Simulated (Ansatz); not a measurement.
A computed series for Sb: response to strain

Base system: Sb in the fcc (Cu type) structure (space group Fm-3m, No. 225; a = 4.714 Å; relaxed with 0.1 eV smearing). Axes: x, y, z lie along the cube axes.

Strains are applied to the cell and any free atomic positions relax; under biaxial strain the out-of-plane vector relaxes too.

All numbers come from Kohn–Sham DFT with the PBEsol functional, run in Ansatz (a program for electronic structure) with PAW and 420 eV plane waves, no spin-orbit coupling.

Candidates:
(a) biaxial strain +1.13 %, plane normal [110], relaxed out of plane
(b) isotropic strain −4.33 %
(c) biaxial strain −4.26 %, plane normal [111], relaxed out of plane
(d) isotropic strain −0.78 %
(e) strain tensor (xx, yy, zz, yz, xz, xy) = (+1.21, +0.54, +2.11, +1.20, −0.41, +0.14) %

Notes on the quantities. energy relative to the base: free energy F.

Question: Order them by energy relative to the base, highest first.

Answer: (b) isotropic strain −4.33 % (+109 meV/atom), (c) biaxial strain −4.26 %, plane normal [111], relaxed out of plane (+19 meV/atom), (e) strain tensor (xx, yy, zz, yz, xz, xy) = (+1.21, +0.54, +2.11, +1.20, −0.41, +0.14) % (+7.8 meV/atom), (d) isotropic strain −0.78 % (+3.1 meV/atom), (a) biaxial strain +1.13 %, plane normal [110], relaxed out of plane (+0.8 meV/atom)

A biaxial case was relaxed in a doubled cell and then solved in the primitive one. Stability against distortions was not tested. This is not the structure that Sb has at room temperature and ambient pressure.
